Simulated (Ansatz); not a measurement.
Here is the system:

```
CELL_PARAMETERS angstrom
      2.96561     0.00000     0.00000
      0.00000     2.96561     0.00000
      1.48280    -1.48280     2.09700
ATOMIC_POSITIONS crystal
  Mg 0.00000 0.00000 0.00000
  O  0.50000 0.50000 0.00000
```

Space group of this cell: Fm-3m, rock salt. The cell is taken as given; by r2SCAN its mean pressure is 1.3 GPa.

Computed with r2SCAN (plane waves, PAW; Ansatz, a program for electronic structure).

The current runs along the normal of the first two printed vectors; no spin-orbit coupling. Scaled by the factor s: the length along the current (ions clamped). Meshes 14×14×14 and 10×10 across the current in all rows.

```tsv
s	mean pressure (GPa)	slowest mid-gap decay constant κ (1/Å)
0.97	7.2	0.400
1.00	1.3	0.376
1.03	-3.2	?
```

Problem. Take the slope of the slowest mid-gap decay constant κ against ln s from the two given rows, extrapolate to s = 1.03, and say what the run there gives.

Solution. Slope = (0.400 − 0.376) / ln 0.97 = -0.788 1/Å. The line gives 0.376 + (-0.788) × ln 1.03 = 0.353 1/Å. The run gives 0.354 1/Å, 0.001 1/Å over the line, 6 % of the predicted step.
